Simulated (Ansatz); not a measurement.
Take an 8-atom supercell of Ag in the fcc (Cu type) structure (space group Fm-3m, No. 225; a = 4.055 Å) at its relaxed geometry as the base.

Method: PBEsol (Ansatz, an electronic-structure program; PAW; 420 eV plane waves; no spin-orbit coupling), earlier PAW set.

Before the change:

The pressure is -0.1 GPa.

It is then changed as follows: one Ag atom is added in an open site, starting 1.72 Å from the nearest host atom, atoms relaxed at fixed cell, starting from a slightly rattled geometry.

### Question
How does this affect the final site of the added atom?

### Answer
The final site of the added atom amounts to 14 Ag at 2.32–3.55 Å.

### Question
What happens to the pressure?

### Answer
The pressure rises by 45.6 GPa, from -0.1 GPa to 45.5 GPa.

### Question
What happens to the largest displacement of a host atom from its site in the perfect cell?

### Answer
The largest displacement of a host atom from its site in the perfect cell comes out as 0.62 Å.

In so small a cell the defect repeats every few ångströms: this is an ordered compound, not a dilute defect. The defect cell is not spin-polarised.
